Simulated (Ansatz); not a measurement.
# A computed series for NbP: pressure series

Take NbP (space group I4_1md, No. 109; a = 3.3471 Å, c = 11.4268 Å) as the base.

Cell and atoms are relaxed at each pressure.

Levels (all Ansatz, an electronic-structure program, PAW): PBE (420 eV, no SOC); PBEsol (420 eV, scalar-relativistic without spin-orbit coupling).

The base cell above is that of PBE; each level relaxes its own structures.

| case | volume per atom, PBE | volume per atom, PBEsol |
|---|---|---|
| pressure 3 GPa | 15.75 Å³ | 15.33 Å³ |
| pressure 7 GPa | 15.45 Å³ | [?] |
| pressure 15 GPa | 14.93 Å³ | 14.57 Å³ |
| pressure 30 GPa | 14.13 Å³ | [?] |
| pressure 50 GPa | 13.31 Å³ | 13.06 Å³ |
| pressure 75 GPa | 12.52 Å³ | 12.31 Å³ |
| pressure 100 GPa | 11.90 Å³ | [?] |

Q: What belongs in the blanks?

A: 
- pressure 7 GPa, volume per atom, PBEsol: 15.06 Å³
- pressure 30 GPa, volume per atom, PBEsol: 13.83 Å³
- pressure 100 GPa, volume per atom, PBEsol: 11.71 Å³

PBE lies above PBEsol in every row, by 0.18 Å³ to 0.42 Å³. They put the cases in the same order.

Load acts through the strain it causes; cell and atoms are relaxed under it. No phonon test of stability was made. Competing high-pressure phases were not computed. All final runs are without spin polarisation.
